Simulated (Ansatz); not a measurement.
The starting structures come from a database of crystals and need not be the phases stable at ambient conditions.

 Where the default PAW files enter, the runs use the earlier of Ansatz's two default sets.

By PBEsol, the system below comes out a metal.

A figure of merit of an interconnect metal is its ballistic conductance per area.

Consider the following.

```
CELL_PARAMETERS angstrom
      3.22250     0.00000     0.00000
      0.00000     5.92042     0.00000
      0.00000     0.00000     5.93800
ATOMIC_POSITIONS crystal
  In 0.99120 0.00000 0.00000
  In 0.00880 0.50000 0.50000
  Sb 0.72300 0.00000 0.50000
  Sb 0.27700 0.50000 0.00000
```

Space group of this cell: Pmmn. The cell is taken as given; by PBEsol its mean pressure is -2.8 GPa.

The current flows along the normal of the first two printed cell vectors. No spin-orbit coupling; the value is a mean over 0.1 eV about the Fermi level.

Task: Compute, with PBEsol (Ansatz, a first-principles code), the ballistic conductance per area.

Result: 0.61 × 10¹⁵ S/m² for both spins.
